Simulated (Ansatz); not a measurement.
Data:

```xyz
2
Lattice="3.9099 0.0000 0.0000 1.9549 3.3860 0.0000 1.9549 -1.1287 3.1166" Properties=species:S:1:pos:R:3 pbc="T T T"
Ga     0.0000     0.0000    -0.0102
P      3.9099     0.0000     2.3477
```

No spin polarisation.

The values are results of plane-wave PAW DFT at the PBEsol level (Ansatz, an electronic-structure program, 420 eV), no spin-orbit coupling, not measurements. Γ-centred 11×11×11 mesh, Fermi–Dirac width 0.05 eV.

### Question
What is the computed gap character?

### Answer
Indirect, Γ → T.

### Question
Estimate the pressure (mean of the normal stresses, compression positive).

### Answer
-2.05 GPa.

The cells carry an imposed strain or load. Stability against distortions was not tested. The cell was made from GaP in the zinc blende structure (space group F-43m, No. 216) by this change: biaxial strain +1.67 %, plane normal [111], relaxed out of plane.
